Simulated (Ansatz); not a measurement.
# Effect of isotropic strain +3.00 % on HgSe

Start from HgSe in the zinc blende structure (space group F-43m, No. 216; a = 6.133 Å).

Perturbation: the cell is scaled by 1.0300 in all directions; the atoms relax in the strained cell.

Calculations: PBEsol in Ansatz (plane waves to 420 eV, PAW, no spin-orbit coupling). k-mesh 9×9×9 (Γ-centred); smearing 0.05 eV (Fermi–Dirac).

```csv
quantity,base,changed,shift
volume per atom,28.83 Å³,31.51 Å³,+2.674 Å³
space group,F-43m (No. 216),F-43m (No. 216),–
shortest interatomic distance,2.656 Å,2.735 Å,+0.0797 Å
energy relative to the base (free energy F),0 meV/atom,+33 meV/atom,+33 meV/atom
pressure,0.0 GPa,-3.6 GPa,-3.66 GPa
band gap,zero,zero,–
```

Cost of the whole job for the changed cell (relaxation, final SCF and bands): around 15 core-seconds (rough).

With Hg present, leaving out spin-orbit coupling can change the band edges. No phonon test of stability was made. All final runs are without spin polarisation. The zero or small gap of HgSe can change with the level of theory.

Ansatz is a program for electronic structure.
